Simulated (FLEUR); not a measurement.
A user runs FLEUR on LaTe (Fm-3m, 2 atoms in the cell) and asks whether the run is sound. The aim is a self-consistent single point with DFT, PBEsol, all-electron FLAPW (FLEUR), scalar-relativistic valence.

Cell that was meant: a = 4.5921 Å, b = 4.5921 Å, c = 4.5921 Å, α = 60.00°, β = 60.00°, γ = 60.00°.

Part of the input:

```xml

&comp jspins=1 /
&exco xctyp='PBEs' /
&kpt div1=1 div2=1 div3=1 /
&end /
# inp.xml
<?xml version="1.0" encoding="UTF-8" standalone="no"?>
```

Output, abridged:

```
      Welcome to FLEUR        (www.flapw.de)
      MaX-Release 8.1          (www.max-centre.eu)

 ========== k-point set info ==========
 Selected k-point list: default-1
 k-point list type: mesh
 1 x 1 x 1
 Number of k points: 1

 ------------Calculation Setup---------------------------
           1
 Number of basis functions:          431
 Iteration:     1   Distance:       8.16083177 me/bohr^3
 Iteration:     2   Distance:       7.58052276 me/bohr^3
 Iteration:     3   Distance:       3.62470025 me/bohr^3
 Iteration:     4   Distance:       2.36974247 me/bohr^3
 Iteration:     5   Distance:       1.19703263 me/bohr^3
   [... 9 lines left out ...]
 Iteration:    15   Distance:       0.00002697 me/bohr^3
 Iteration:    16   Distance:       0.00002205 me/bohr^3
 Iteration:    17   Distance:       0.00001200 me/bohr^3
 Iteration:    18   Distance:       0.00000227 me/bohr^3
 Run finished successfully
 Stop message:
   Structural relaxation: Done

[file out, last iteration]
             iter=     19
[...]
          total density-effective poten   -2.5629477321E+04
          total charge density-energy d   -3.7435603294E+02
 Updated energy parameters for spin:           1
[...]
 fermi energy and band-weighting factors:
FERMIE:
          first approx. to ef    (T=0)  :   0.346344 htr   (energy of the highest occ. eigenvalue)
          number of occ. states  (T=0)  :         14
          first approx. to seigv (T=0)  : -10.691793 htr
          sum of weights of occ. states :  14.000000
          sum of semicore charge        :   0.000000 e
          fermi energy=   0.34293 har   work function=  -9.33148 ev
   [... lines left out ...]
          total moment                 =     0.00000
 Direct bandgap for spin            1 :    5.9457647826647475E-002  Htr
 ---->    free energy=                    -15288.2167004644 htr
   [... lines left out ...]
 ---->    total electron energy=          -15288.2167004644 htr
 ***** TOTAL FORCES ON ATOMS *****
 TOTAL FORCE FOR ATOM TYPE=  1  X=  0.000   Y=  0.000   Z=  0.000
                       FX_TOT= 0.000000 FY_TOT= 0.000000 FZ_TOT= 0.000000
 TOTAL FORCE FOR ATOM TYPE=  2  X=  6.136   Y=  6.136   Z=  6.136
                       FX_TOT= 0.000000 FY_TOT= 0.000000 FZ_TOT= 0.000000
 Structural relaxation: Done
```

FLEUR gives forces in its relaxation mode, with a further iteration, so its stop message speaks of a relaxation.

Problem. Can these results be used? Check the input.

Solution. The run is not sound. The fault is a single k-point for a small metallic cell. One k-point cannot sample the Fermi surface of a small cell. To fix it, use a converged k-point mesh. The run converged in 18 iterations without an error; against the sound input the total energy rises by 4.35 eV/atom.

An input that runs soundly differs in these lines (not the only fix; some lines may just follow from the change or write a value another way):
```diff
-&kpt div1=1 div2=1 div3=1 /
+&kpt div1=7 div2=7 div3=7 /
```

With that input, the run converged in 15 iterations: total energy -416022.2762 eV; Fermi level (on the code's own zero) 9.33 eV (DFT, PBEsol, all-electron FLAPW (FLEUR), scalar-relativistic valence).

On the sound input: the starting cell comes from a database of computed structures (which also holds hypothetical and non-ambient phases and stackings), without a prior relaxation at this level. Spin-orbit coupling is off. Values depend on the basis (sphere radii, cutoffs, local orbitals), which need not be converged. The log's line on a gap gives a spacing of levels on this mesh, which the program prints for metals too.
